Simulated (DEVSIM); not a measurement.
System: Au/SiO2/n-Ge capacitor, at 300 K.

```csv
layer (left to right),material,thickness (nm),Nd (cm⁻³)
1,SiO2,20.0,-
2,Ge,17000,1.2e15
```

Metal gate on the left, work function 5.1 eV. Fixed charge at the semiconductor interface -1.1e10 cm⁻² (in units of +e); no interface traps.

Constants are typed, rounded textbook-type inputs, not results; the design itself was drawn at random and stands for no fabricated device. Values at 300 K; Nc and Nv go as T^1.5, mobilities as T to minus their exponent, the gap by Varshni's rule with the affinity fixed.

```tsv
parameter	SiO2	Ge
gap (eV)	9	0.664
affinity (eV)	0.9	4
permittivity	3.9	16
Nc (cm⁻³)	-	1.04e19
Nv (cm⁻³)	-	6e18
Varshni α (eV/K)	-	0.000477
Varshni β (K)	-	235
```

Simulated with DEVSIM: 1D Poisson equation in equilibrium, Boltzmann statistics, complete ionisation; no quantum confinement or tunnelling. Metal contacts follow the ideal Schottky-Mott rule: no Fermi-level pinning, no interface dipoles.

The temperature was swept, all else fixed.

```tsv
temperature (K)	flat-band voltage (V)	minimum of the low-frequency capacitance (μF/cm²)	threshold voltage (band bending 2φF) (V)
250	0.92	0.0222	0.53
300	0.88	0.0304	0.60
350	0.83	0.0479	0.69
400	0.80	0.0770	0.75
450	0.80	[?]	[?]
500	0.81	0.125	0.80
```

Task: What belongs in the gaps?

Result: 
- 450, minimum of the low-frequency capacitance (μF/cm²): 0.105
- 450, threshold voltage (band bending 2φF) (V): 0.78
